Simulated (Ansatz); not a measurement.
Consider Ga₂O₃ (space group C2/m, No. 12; a = 12.255 Å, b = 3.039 Å, c = 5.808 Å, α = 90.00°, β = 103.81°, γ = 90.00°).

Calculations: DFT with r2SCAN, PAW potentials and a 500 eV plane-wave cutoff in Ansatz (a quantum-chemistry and plane-wave program), scalar-relativistic without spin-orbit coupling, earlier PAW set.

Before the change:

| Quantity | Value |
|---|---|
| Band gap | 3.03 eV |
| Smallest direct gap | 3.07 eV |
| Volume per atom | 10.50 Å³ |

It is then changed as follows: cell and atoms relaxed at a pressure of 4.5 GPa.

### Question
What happens to the band gap?

### Answer
The band gap rises by 0.194 eV, from 3.03 eV to 3.23 eV.

### Question
What happens to the smallest direct gap?

### Answer
The smallest direct gap rises by 0.198 eV to 3.26 eV.

### Question
How does this affect the volume per atom?

### Answer
The volume per atom decreases by 0.25 Å³ (10.50 Å³ → 10.25 Å³).

Load acts through the strain it causes; cell and atoms are relaxed under it. Gaps are read on the SCF mesh and a high-symmetry path. Whether these cells are dynamically stable was not tested.
